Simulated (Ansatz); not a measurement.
The parent structure is NaF in the rock salt structure (space group Fm-3m, No. 225; a = 4.629 Å). Axes: x, y, z lie along the cube axes.

Computed with Ansatz (a first-principles code) PBEsol, no spin-orbit coupling.

Base values:

The valence-band top at Γ comes out as 0.00, 0.00, 0.00 eV and the band gap comes out as 6.20 eV. The gap character is direct at Γ.

Now apply this change: tensor shear ε_xy = +0.86 % (engineering shear γ = 0.0172), atoms relaxed at fixed cell.

Task: How does this affect the valence-band top at Γ?

Result: The valence-band top at Γ (three highest levels, from the VBM) goes from 0.00, 0.00, 0.00 eV to 0.00, -0.02, -0.05 eV.

Task: Predict the new band gap.

Result: The band gap shrinks by 0.025 eV (6.20 eV → 6.17 eV).

Task: How does this affect the stress?

Result: The stress (xx, yy, zz, yz, xz, xy; compression positive) amounts to (0.00, 0.00, -0.01, 0.00, 0.00, -0.47) GPa.

Task: What does the calculation give for the energy relative to the base after the change?

Result: The energy rises by 0.3 meV/atom.

Task: Estimate the effect on the gap character.

Result: The gap character stays direct at Γ.

The cells carry an imposed strain or load. Whether these cells are dynamically stable was not tested. k-point labels follow each cell's own Brillouin zone.
